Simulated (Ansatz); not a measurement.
Band structure of a sheet of HfS₂ (3 atoms in the cell).

```
CELL_PARAMETERS angstrom
      3.60512     0.00000     0.00000
     -1.80256     3.12212     0.00000
      0.00000     0.00000    16.93792
ATOMIC_POSITIONS crystal
  Hf 0.00000 0.00000 0.50000
  S  0.33333 0.66667 0.58673
  S  0.66667 0.33333 0.41327
```

Method: PBE (plane waves, PAW; Ansatz, a program for electronic structure).

Settings: kpoints.mp_grid.grid = 11 11 1; hamiltonian.xc = pbe; hamiltonian.pseudopotentials = {kind: paw} (the program's default PAW files); scf.occupations.method = fermi_dirac; scf.occupations.width = 0.1 eV; kpoints.band_path.path = [[0.0, 0.0, 0.0], [0.5, 0.0, 0.0], [0.33333333, 0.33333333, 0.0], [0.0, 0.0, 0.0]]; kpoints.band_path.npoints = 8.

The starting cell was generated: these elements placed on a structure prototype, without a prior relaxation; it need not be a known phase or ordering of this composition. Its lattice was rescaled in the plane by a random factor within 2.5 % of one. Spin-orbit coupling is off.

Q: Predict the gap along the standard path and the places of the band edges.

A: The gap along the path is 1.14 eV, from Γ to M; the smallest direct gap on it is 2.05 eV.

Levels in eV from the top of the valence band on the path, bands 16 to 22:
```
point     16     17     18     19    20    21    22
-----  -----  -----  -----  -----  ----  ----  ----
Γ      -2.59  -0.99   0.00   0.00  2.05  2.05  2.70
M      -2.43  -2.40  -1.37  -1.05  1.14  4.19  4.31
K      -3.49  -1.95  -1.95  -1.86  2.85  3.57  3.57
```

Keys are those of Ansatz 0.2.
